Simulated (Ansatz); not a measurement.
Results of PBEsol (Ansatz, a program for electronic structure, PAW) for CaO (model structure, F-43m, No. 216, 2 atoms in the cell).

Input:

Ansatz 0.2 input:
```yaml
crystal:
  lattice:
    - [0.0, 2.57251085, 2.57251085]
    - [2.57251085, 0.0, 2.57251085]
    - [2.57251085, 2.57251085, 0.0]
  atoms:
    - { symbol: Ca, position: [0.0, 0.0, 0.0] }
    - { symbol: O, position: [0.25, 0.25, 0.25] }
basis:
  ecutwfc: 520
  ecutrho_ratio: 4
  xc_grid: 2
kpoints:
  mp_grid: { grid: [12, 12, 12] }
hamiltonian:
  xc: pbesol
  dispersion: none
  pseudopotentials: { kind: paw }
scf:
  occupations: { method: fermi_dirac, width: 0.01 }
output:
  forces: true
  stress: true
  eigenvalues: true
relax:
  f_tol: 0.004
  escape_saddle: false
  max_steps: 80
```

From the output:

```
WARN output.stress: scf.convergence.dr2_threshold = 1e-7 eV (the SCF's general default) is looser than the 2e-10 eV advised for a printed stress (1e-10 eV for …
Relaxation: its limit of steps is 80 (relax.max_steps)
Crystal: 2 atoms, lattice volume = 34.049 Å³
Basis set: ecut = 520 eV, 941 PW (Γ), exchange–correlation on 60×60×60 points (8 copies of the dense FFT grid, shifted against one another)
Bands: 12, of which v1, the nominal top of the filled ones, is band 8 counted from 1 (7 counted from 0)
Symmetry: 24 space group operations
Space group: F-43m (ITA 216), of the structure as read, at distance tolerance 3.2e-5 Å
k-points: 72 of 1728 (time reversal used)
Functional: x = pbesol(κ = 0.804, μ = 0.12345679012345678), c = pbesol(β = 0.046)
SCF iter   1: F=—  HF=-2357.669318 eV  |F-HF|=—  |Δ(HF+E_count)|=         —  Δρ=1.24e-2  dr2=4.82e-2
SCF iter   2: F=—  HF=-2357.665781 eV  |F-HF|=—  |Δ(HF+E_count)|=   3.54e-3  Δρ=1.09e-2  dr2=3.56e-2
  ...
SCF iter   5: F=—  HF=-2357.657510 eV  |F-HF|=—  |Δ(HF+E_count)|=   2.28e-6  Δρ=7.63e-5  dr2=1.59e-6
SCF iter   6: F=-2357.657510 eV  HF=-2357.657510 eV  |F-HF|=8.46e-9  |Δ(HF+E_count)|=   9.94e-8  Δρ=9.77e-6  dr2=2.30e-8
SCF 1 converged in 6 iterations: F = -2357.657510 eV  dr2 = 2.30e-8
SCF converged after 6 iterations
Free energy (F): -2357.657510 eV
Internal energy: -2357.657510 eV  (E = F + TS)
E sigma→0 (E₀):  -2357.657510 eV
Fermi energy:    6.564364 eV
--- Stress (GPa, compression-positive) ---
        1.723301       0.000000      -0.000000
       -0.000000       1.723301       0.000000
       -0.000000       0.000000       1.723301
  P = ⅓ Tr σ = 1.7233 GPa (17.233 kbar)
```

The cell is one volume of an energy–volume scan, off the minimum.

The PAW data were made under PBE.

Note: the relaxation could raise the start's symmetry but not lower it, so the cell can be a saddle point.

A model structure was made by putting elements into a prototype or built by hand; it is no filed structure, need not be a known phase, and can be a saddle point held by its symmetry.
